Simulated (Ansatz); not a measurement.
Be2Si: element substitutions

Base system: Be₂Si (space group Fm-3m, No. 225; a = 5.2832 Å; a model cell, its experimental status unchecked).

Each row replaces one element on all its sites; cell and atoms are relaxed.

Calculations: r2SCAN (Ansatz, a quantum-chemistry and plane-wave program; PAW; 500 eV plane waves; no SOC).

```tsv
case	shortest interatomic distance	density	band gap
base	2.288 Å	2.08 g/cm³	zero
Be → Sn	2.927 Å	5.71 g/cm³	zero
Si → P	2.240 Å	2.35 g/cm³	zero
Si → Sn	2.512 Å	4.65 g/cm³	zero
Be → Ca	3.100 Å	1.96 g/cm³	0.78 eV
```

No phonon test of stability was made. As relaxed here, Sn2Si, Be2P and Be2Sn are hypothetical phases, not in the database extracts checked. For Ca2Si in this form, whether it has been made was not checked. All final runs are without spin polarisation. An odd electron count without spin: Be2P.
